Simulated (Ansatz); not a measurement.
System: In₂SbAs (R3m, No. 160, 4 atoms in the cell; start mp-1223844). Method: PBEsol in Ansatz (PAW).

Output (set-up and result lines):

```
Crystal: 4 atoms, lattice volume = 125.463 Å³
Basis set: ecut = 520 eV, 3381 PW (Γ), FFT grids on a1−a3, a2−a3, a3, exchange–correlation on 72×72×120 points (8 copies of the dense FFT grid, shifted against one another)
Bands: 34, of which v1, the nominal top of the filled ones, is band 28 counted from 1 (27 counted from 0)
Symmetry: 6 space group operations
Space group: R3m (ITA 160), of the structure as read, at distance tolerance 5.0e-5 Å
k-points: 288 of 2744 (time reversal used)
Functional: x = pbesol(κ = 0.804, μ = 0.12345679012345678), c = pbesol(β = 0.046)
SCF iter   1: F=—  HF=-22272.398816 eV  |F-HF|=—  |Δ(HF+E_count)|=         —  Δρ=4.30e-3  dr2=4.69e-2
SCF iter   2: F=—  HF=-22272.386087 eV  |F-HF|=—  |Δ(HF+E_count)|=   1.27e-2  Δρ=2.53e-3  dr2=1.89e-2
  ...
SCF iter  11: F=—  HF=-22272.381691 eV  |F-HF|=—  |Δ(HF+E_count)|=   3.18e-8  Δρ=8.39e-7  dr2=1.27e-9
SCF iter  12: F=-22272.381691 eV  HF=-22272.381691 eV  |F-HF|=4.00e-11  |Δ(HF+E_count)|=   1.84e-9  Δρ=2.38e-7  dr2=1.33e-10
SCF 1 converged in 12 iterations: F = -22272.381691 eV  dr2 = 1.33e-10
SCF converged after 12 iterations
Free energy (F): -22272.381691 eV
Internal energy: -22272.380526 eV  (E = F + TS)
E sigma→0 (E₀):  -22272.381108 eV
Fermi energy:    7.408987 eV
--- Forces (eV/Å), atoms counted from 1 ---
  atom   1  In     0.00000000     0.00000000    -0.00026597
  atom   2  In    -0.00000000    -0.00000000     0.00016152
  atom   3  Sb     0.00000000    -0.00000000     0.00161865
  atom   4  As     0.00000000     0.00000000    -0.00151299
--- Stress (GPa, compression-positive) ---
        0.003865       0.000000       0.000000
        0.000000       0.003865       0.000000
        0.000000       0.000000       0.002514
  P = ⅓ Tr σ = 0.0034 GPa (0.034 kbar)
```

Q: Write an input file that could have produced this run (the log leaves some choices open).

A: One answer among several that fit: 
Ansatz 0.2 input:
```yaml
crystal:
  lattice:
    - [2.2288383725, 1.2868204343, 7.2906894409]
    - [-2.2288383725, 1.2868204343, 7.2906894409]
    - [0.0, -2.5736408687, 7.2906894409]
  atoms:
    - { symbol: In, position: [0.0049609078, 0.0049609078, 0.0049609078] }
    - { symbol: In, position: [0.4953070457, 0.4953070457, 0.4953070457] }
    - { symbol: Sb, position: [0.6243051523, 0.6243051523, 0.6243051523] }
    - { symbol: As, position: [0.1254408942, 0.1254408942, 0.1254408942] }
basis:
  ecutwfc: 520
  ecutrho_ratio: 4
  xc_grid: 2
kpoints:
  mp_grid: { grid: [14, 14, 14] }
hamiltonian:
  xc: pbesol
  dispersion: none
  pseudopotentials: { kind: paw }
scf:
  occupations: { method: fermi_dirac, width: 0.05 }
  convergence: { dr2_threshold: 0.0000000004 }
output:
  forces: true
  stress: true
  eigenvalues: true
```

The PAW data were made under PBE.

A start named mp-… is a Materials Project structure, which need not be a measured phase.

Ansatz is a quantum-chemistry and plane-wave program.
